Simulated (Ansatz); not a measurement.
The starting structures come from a database of crystals and need not be the phases stable at ambient conditions.

 Where the default PAW files enter, the runs use the earlier of Ansatz's two default sets.

Given:

```yaml
crystal:
  lattice:
    - [4.54535, 0.00000, 0.00000]
    - [0.00000, 4.90920, 0.00000]
    - [0.00000, 0.00000, 5.51962]
  atoms:
    - { symbol: Ti, position: [0.50000, 0.75000, 0.67299] }
    - { symbol: Ti, position: [0.50000, 0.25000, 0.32701] }
    - { symbol: Ti, position: [0.00000, 0.25000, 0.82701] }
    - { symbol: Ti, position: [0.00000, 0.75000, 0.17299] }
    - { symbol: O, position: [0.27145, 0.08135, 0.61828] }
    - { symbol: O, position: [0.72855, 0.91865, 0.38172] }
    - { symbol: O, position: [0.22855, 0.58135, 0.88172] }
    - { symbol: O, position: [0.77145, 0.41865, 0.11828] }
    - { symbol: O, position: [0.77145, 0.91865, 0.88172] }
    - { symbol: O, position: [0.22855, 0.08135, 0.11828] }
    - { symbol: O, position: [0.72855, 0.41865, 0.61828] }
    - { symbol: O, position: [0.27145, 0.58135, 0.38172] }
```

Space group of this cell: Pbcn. The cell is taken as given; by r2SCAN its mean pressure is -1.1 GPa.

The current runs along the normal of the first two printed vectors. All runs by Ansatz (a first-principles code), plane waves and PAW, without spin-orbit coupling; the base is r2SCAN.

```csv
run,mean pressure (GPa),gap (eV),mid-gap κ (1/Å)
base,-1.1,2.99,0.375
all lengths scaled by 0.98,16.1,___,___
all lengths scaled by 1.02,-14.2,2.77,0.369
lda in place of r2scan,-9.3,2.54,0.348
"lengths across the current scaled by 0.98, ions clamped",10.3,___,___
"lengths across the current scaled by 1.02, ions clamped",-10.5,2.79,0.366
"lengths along the current scaled by 0.97, ions clamped",6.5,___,___
"lengths along the current scaled by 1.03, ions clamped",-7.5,2.88,0.380
pbesol in place of r2scan,-3.1,2.58,0.350
```

### Question
Fill in the missing entries.

### Answer

- all lengths scaled by 0.98, gap (eV): 3.22
- all lengths scaled by 0.98, mid-gap κ (1/Å): 0.381
- lengths across the current scaled by 0.98, ions clamped, gap (eV): 3.15
- lengths across the current scaled by 0.98, ions clamped, mid-gap κ (1/Å): 0.384
- lengths along the current scaled by 0.97, ions clamped, gap (eV): 3.01
- lengths along the current scaled by 0.97, ions clamped, mid-gap κ (1/Å): 0.370
